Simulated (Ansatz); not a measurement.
This concerns the energy of one form of Re over another. The value is E(A) − E(B), in meV per atom.

A: Re (P6₃/mmc), 4 atoms in the cell; spin state with PBE: run without spin, k-point mesh 24×24×8 on the run's own vectors.
```yaml
crystal:
  lattice:
    - [2.77774, 0.00000, 0.00000]
    - [-1.38887, 2.40559, 0.00000]
    - [0.00000, 0.00000, 8.94815]
  atoms:
    - { symbol: Re, position: [0.00000, 0.00000, 0.00000] }
    - { symbol: Re, position: [0.33333, 0.66667, 0.25000] }
    - { symbol: Re, position: [0.00000, 0.00000, 0.50000] }
    - { symbol: Re, position: [0.66667, 0.33333, 0.75000] }
```

B: Re (hcp, P6₃/mmc), 2 atoms in the cell; spin state with PBE: run without spin, k-point mesh 24×24×14 on the run's own vectors.
```
CELL_PARAMETERS angstrom
      2.77651     0.00000     0.00000
     -1.38826     2.40453     0.00000
      0.00000     0.00000     4.48064
ATOMIC_POSITIONS crystal
  Re 0.33333 0.66667 0.75000
  Re 0.66667 0.33333 0.25000
```

Computed with Ansatz (plane waves, PAW), its default PAW set, cutoff 420 eV, 500 eV for r2SCAN. The structures are at rest with PBE; other levels are single points on them. Neutral cells; Fermi-Dirac smearing of at most 0.10 eV in the solids, energies taken to zero width. The lattices are those relaxed with PBE, so at other levels the solids can be strained, which adds to the spread. A dispersion term (D3(BJ), or D4 for r2SCAN) was computed beside these levels and is taken off wherever the name lacks it. Nuclei at rest; no vibrational terms. The runs are scalar-relativistic, without spin-orbit coupling.

Q: Give the value at the level PBE.

A: 0 meV/atom for A less B, too close to call.

Q: How does the value move with the functional?

A: 
| Level | value (meV/atom) | less PBE |
|---|---|---|
| r2SCAN | -2 | -2 |

The levels shown span only 2 meV/atom, too little to tell them apart.

Ansatz is a quantum-chemistry and plane-wave program.
